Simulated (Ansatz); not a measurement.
Surface: Si(111) 1x1 surface, 6 top atoms, 3 bilayers, bottom bilayer H-capped and fixed, every top atom capped by H; cell 11.5 x 6.6 Å; two neighbouring H replaced by OH; about 7 Å thick over the host's atoms, 18 atoms held. These are PBE-D3(BJ) (plane waves to 420 eV, PAW; Ansatz, a quantum-chemistry and plane-wave program) values and carry that method's errors. k mesh 1 x 2 x 1. The slab states were run without spin polarisation. No Hubbard U. A thicker slab, a larger cell or a denser mesh can move such energies by a tenth of an eV or more. All energies are electronic energies at 0 K, without vibrations. Each state was relaxed from one prepared geometry.

One DMZ a cell is brought to Si(111):H with two OH. Relaxed result near the molecule:

```
atom    x (Å)  y (Å)   z (Å)
------  -----  -----  ------
H(29)   3.834  6.612  10.988
H(44)   7.681  6.694  11.028
H(45)   9.631  3.347  11.029
O(46)   5.527  3.391  11.190
H(47)   4.592  3.438  11.467
Zn(a0)  6.872  4.121  13.313
C(a1)   5.768  5.701  13.519
H(a2)   5.921  6.182  14.496
H(a3)   5.999  6.445  12.743
H(a4)   4.699  5.450  13.431
C(a5)   8.045  2.579  13.343
H(a6)   8.019  2.044  12.384
H(a7)   9.089  2.848  13.558
H(a8)   7.716  1.872  14.121
```

Task: What is the adsorption energy against the free DMZ and the slab before, and how much of it is dispersion?

Result: -0.40 eV (negative: bound); the D3 term gives -0.37 eV of it. Its closest contacts to the rest of the cell: H(a3)...H(44) 2.42 Å, H(a6)...H(44) 2.43 Å, H(a6)...H(45) 2.48 Å.

Here DMZ is dimethylzinc.
